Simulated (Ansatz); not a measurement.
We look at the formation energy of BaTiO3 (P4mm) from the elements. Reaction: Ti (hcp) + Ba (bcc) + 3/2 O2 (gas) → BaTiO3 (P4mm). Negative: the products are lower in energy. The value is per atom of the solid.

BaTiO3 (P4mm), 5 atoms in the cell; spin state with PBE: run without spin, k-point mesh 8×8×8 on the run's own vectors.
```
BaTiO3
1.0
    3.98455     0.00000     0.00000
    0.00000     3.98455     0.00000
    0.00000     0.00000     4.20545
Ba Ti O
1 1 3
Direct
  0.50000   0.50000   0.59146
  0.00000   0.00000   0.10885
  0.00000   0.50000   0.06008
  0.50000   0.00000   0.06008
  0.00000   0.00000   0.53953
```

Ti (hcp, P6₃/mmc), 2 atoms in the cell; spin state with PBE: run without spin, k-point mesh 24×24×14 on the run's own vectors. Conventional cell: a = 2.9396 Å, b = 2.9396 Å, c = 4.6537 Å, α = 90.00°, β = 90.00°, γ = 120.00°.

Ba (bcc, Im-3m), 1 atom in the cell, k-point mesh 18×18×18 on the run's own vectors. Conventional cell: a = b = c = 5.020 Å, α = β = γ = 90.00°.

An isolated O2 molecule (triplet) in a box of 11 × 11 × 13 Å.

Computed with Ansatz (plane waves, PAW), its PAW set soft_1, cutoff 420 eV. The structures are at rest with PBE; other levels are single points on them. HSE06 runs on coarser k-point meshes, mended by the PBE difference between the two meshes. Some cells are metallic or hold partly filled levels, where a hybrid on a coarse mesh is less sure. Neutral cells; Fermi-Dirac smearing of at most 0.10 eV in the solids, energies taken to zero width. The lattices are those relaxed with PBE, so at other levels the solids can be strained, which adds to the spread. A dispersion term (D3(BJ), or D4 for r2SCAN) was computed beside these levels and is taken off wherever the name lacks it. Space groups of crystals are read within 0.01 Å. Static lattices, no vibrational contributions. Cells are local rest points, mostly with their start's symmetry. The runs are scalar-relativistic, without spin-orbit coupling.

Question: What value does PBE give?

Answer: -3.10 eV/atom, for Ti (hcp) + Ba (bcc) + 3/2 O2 (gas) → BaTiO3 (P4mm).

Question: List the value at the remaining levels and say how far they part.

Answer: 
```
Functional  value (eV/atom)  less PBE
----------  ---------------  --------
HSE06                 -3.23     -0.13
```

The levels shown span 0.13 eV/atom, from HSE06 (-3.23) to PBE (-3.10).

Ansatz is a first-principles code.
